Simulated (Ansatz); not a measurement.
Take ZrS₂ in the CdI2 type structure (space group P-3m1, No. 164; layered, stacked along the Cartesian z axis) as the base.

```
CELL_PARAMETERS angstrom
      3.63482     0.00000     0.00000
     -1.81741     3.14785     0.00000
      0.00000     0.00000     5.71960
ATOMIC_POSITIONS crystal
  Zr 0.00000 0.00000 0.00000
  S  0.33333 0.66667 0.25534
  S  0.66667 0.33333 0.74466
```

Cartesian axes are those of the cell as printed.

The values are results of Kohn–Sham DFT with the PBE-D3(BJ) functional, run in Ansatz (a quantum-chemistry and plane-wave program) with PAW and 420 eV plane waves, without spin-orbit coupling, not measurements.

Modification: an isotropic linear strain of +0.50 %, atoms relaxed at fixed cell.

### Question
Predict the stress tensor and what it implies for the stiffness.

### Answer
Stress of the strained cell less that of the base (GPa, compression positive):
```
  -0.82    0.00    0.00
   0.00   -0.82    0.00
   0.00    0.00   -0.27
```

Then B = −ΔP/(ΔV/V₀) with ΔV/V₀ = 0.0151 gives secant stiffness values (nonlinear terms included at this strain): B (at held cell shape, above the free-shape value) ≈ 42 GPa.

Whether these cells are dynamically stable was not tested.
